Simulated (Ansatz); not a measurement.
## PbTe under a change: isotropic strain −4.29 %

The parent structure is PbTe in the rock salt structure (space group Fm-3m, No. 225; a = 6.5694 Å).

One thing is altered: an isotropic linear strain of −4.29 %; the atoms relax in the strained cell.

Computed with PBE, PAW, 420 eV (Ansatz, a first-principles code; without spin-orbit coupling), earlier PAW set. Settings: 9×9×9 k-points, 0.05 eV Fermi–Dirac smearing.

- Volume per atom: 31.07 Å³ (base 35.44 Å³)
- Space group: Fm-3m (No. 225) (base Fm-3m (No. 225))
- Shortest interatomic distance: 314.4 pm (base 328.5 pm)
- Energy relative to the base (free energy F): +82 meV/atom
- Band gap: 0.54 eV (base 0.83 eV)
- Gap character: direct at L (base direct at L)
- Width of the top valence band: 3.33 eV (base 2.51 eV)
- Electron mass: 0.23 mₑ along k, 0.100 mₑ across (at L) (base 0.31 mₑ along k, 0.11 mₑ across (at L))
- Hole mass: 0.31 mₑ along k, 0.054 mₑ across (at L) (base 0.50 mₑ along k, 0.092 mₑ across (at L))
- Valley order (the lowest conduction-band minima on the path, energy above the VBM, named in the base's zone): L along ⟨111⟩ 0.54 eV; a point along ⟨110⟩, about 0.5 Å⁻¹ from Γ 1.19 eV; a point along ⟨100⟩, about 0.3 Å⁻¹ from Γ 1.71 eV (base L along ⟨111⟩ 0.83 eV; a point along ⟨110⟩, about 0.5 Å⁻¹ from Γ 1.37 eV; a point along ⟨100⟩, about 0.3 Å⁻¹ from Γ 1.81 eV)

Spin-orbit coupling, missing from the scalar runs, can matter with Pb and Te. Masses are band curvatures over ±0.01 Å⁻¹ around the edge. Along k means along the line from Γ to the band edge. No phonon test of stability was made.
